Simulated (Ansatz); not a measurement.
Cubic perovskite BaHfO3 was calculated with revPBE (plane waves, PAW; Ansatz, a program for electronic structure).

Run with plane-wave cutoff 520 eV, 8×8×8 k mesh, Fermi–Dirac smearing 0.01 eV, scalar-relativistic PAW data made under PBE.

Cell (relaxed at this level):

```cif
data_BaHfO3
_chemical_formula_sum 'Ba1 Hf1 O3'
_space_group_name_H-M_alt 'P 1'
_space_group_IT_number 1
_cell_length_a 4.23158
_cell_length_b 4.23158
_cell_length_c 4.23158
_cell_angle_alpha 90.000
_cell_angle_beta 90.000
_cell_angle_gamma 90.000
loop_
_space_group_symop_operation_xyz
  'x, y, z'
loop_
_atom_site_label
_atom_site_type_symbol
_atom_site_fract_x
_atom_site_fract_y
_atom_site_fract_z
_atom_site_occupancy
Ba1 Ba 0.00000 0.00000 0.00000 1
Hf1 Hf 0.50000 0.50000 0.50000 1
O1 O 0.50000 0.00000 0.50000 1
O2 O 0.00000 0.50000 0.50000 1
O3 O 0.50000 0.50000 0.00000 1
```

Task: Give the computed bulk modulus, band gap, smallest direct gap on the k points sampled and pressure derivative B′ of the bulk modulus.

Result: 
bulk modulus: 147 GPa
band gap: 3.63 eV
smallest direct gap on the k points sampled: 3.80 eV
pressure derivative B′ of the bulk modulus: 4.4

Spin–orbit coupling is not included.

The computed numbers hold no vibrational or temperature effects.

Cost on a shared machine: around 70 core-seconds (rough).
